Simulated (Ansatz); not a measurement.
Rutile MgH2 was calculated with PBEsol (PAW; Ansatz, a program for electronic structure).

Numerical settings: plane-wave cutoff 500 eV, 8×8×10 k mesh (along the axes of the cell as run), gaussian smearing 0.02 eV, scalar-relativistic PAW data made under PBE.

Computed at the level's own relaxed cell.

Problem. Predict the equilibrium volume per atom, lattice parameter a, c axis length and band gap.

Solution. 
- equilibrium volume per atom: 10.04 Å³/atom
- lattice parameter a: 4.476 Å
- c axis length: 3.008 Å
- band gap: 3.52 eV (on the SCF k mesh)

Measured, for comparison: equilibrium volume per atom 10.27 Å³/atom, lattice constant a 4.517 Å, lattice parameter c 3.021 Å (temperature not stated, no zero-point or thermal correction; as tabulated in Ellinger et al., J. Am. Chem. Soc. 77, 2647 (1955) (COD 4124639)). Computed (rounded) less measured: equilibrium volume per atom -2.2 %, lattice constant a -0.9 %, lattice parameter c -0.4 %. A static lattice is as a rule a little smaller and stiffer than an uncorrected measurement, which narrows the difference in the lattice constant a, lattice parameter c and would widen misses of the other sign.
